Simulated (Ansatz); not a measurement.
ZnS, pressure series

Take ZnS in the zinc blende structure (space group F-43m, No. 216; a = 5.3565 Å) as the base.

Cell and atoms are relaxed at each pressure.

All numbers come from plane-wave PAW DFT at the PBEsol level (Ansatz, a first-principles code, 420 eV), no spin-orbit coupling.

Candidates:
(a) pressure 4.5 GPa
(b) pressure 2.1 GPa
(c) pressure 22.5 GPa

Before the change:

* **Band gap**: 2.09 eV

Problem. Order them by band gap, lowest first.

Solution. (b) pressure 2.1 GPa (2.20 eV), (a) pressure 4.5 GPa (2.31 eV), (c) pressure 22.5 GPa (2.67 eV)

Load acts through the strain it causes; cell and atoms are relaxed under it. Whether these cells are dynamically stable was not tested. Measured, ZnS leaves this structure (for rock salt) near 14.7 GPa (temperature not stated; as listed in Datta, Sujoy, Jana, Debnarayan, arXiv (2020)), on rising pressure, with hysteresis.
